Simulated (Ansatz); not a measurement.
## Au: response to strain

The reference is Au in the fcc (Cu type) structure (space group Fm-3m, No. 225; a = 4.125 Å; relaxed with 0.1 eV smearing). Axes: x, y, z lie along the cube axes.

Strains are applied to the cell and any free atomic positions relax.

Calculations: r2SCAN (Ansatz, a program for electronic structure, PAW, scalar-relativistic without spin-orbit coupling).

Notes on the quantities. energy relative to the base: free energy F.

| uniaxial strain ε_zz (%) | energy relative to the base (meV/atom) |
|---|---|
| 0 | 0.0 |
| 0.5 | 0.2 |
| 1 | 0.9 |
| 1.5 | ? |
| 2 | 3.4 |
| 2.5 | 5.3 |
| 3 | 7.5 |

Question: Fit ΔE = Aε² + Bε³ (ε in %) to the rows shown and predict the withheld row.

Answer: Least squares on the printed values gives A = 0.899 and B = -0.022 meV/atom (largest residual 0.0 meV/atom); this predicts 2.0 meV/atom, and the run gives 1.9 meV/atom, in agreement.

Stability against distortions was not tested.
